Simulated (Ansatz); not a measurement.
# Effect of S → Os on CdS

The parent structure is CdS in the wurtzite structure (space group P6_3mc, No. 186; a = 4.124 Å, c = 6.712 Å).

Perturbation: Os takes the place of S on all its sites; the structure is relaxed again.

All numbers come from PBEsol, PAW, 420 eV (Ansatz, an electronic-structure program; no spin-orbit coupling), earlier PAW set. k-mesh 12×12×9 (Γ-centred); smearing 0.05 eV (Fermi–Dirac), for the changed cell.

* **Volume per atom**: 23.17 Å³ (base 24.71 Å³)
* **Density**: 10.84 g/cm³ (base 4.85 g/cm³)
* **Space group**: P6_3/mmc (No. 194) (base P6_3mc (No. 186))
* **Shortest interatomic distance**: 2.608 Å (base 2.521 Å)
* **Band gap**: zero (base 1.09 eV)

Final structure:

```xyz
4
Lattice="4.5172 0.0000 0.0000 -2.2586 3.9120 0.0000 0.0000 0.0000 5.2456" Properties=species:S:1:pos:R:3 pbc="T T T"
Cd     2.2586     1.3040     1.3114
Cd     0.0000     2.6080     3.9342
Os     2.2586     1.3040     3.9342
Os     0.0000     2.6080     1.3114
```

With Os present, leaving out spin-orbit coupling can change the band edges. No phonon test of stability was made. As relaxed here, CdOs is a hypothetical phase, not in the database extracts checked. All final runs are without spin polarisation. CdOs has a high density of states at the Fermi level and may be magnetic at this level.
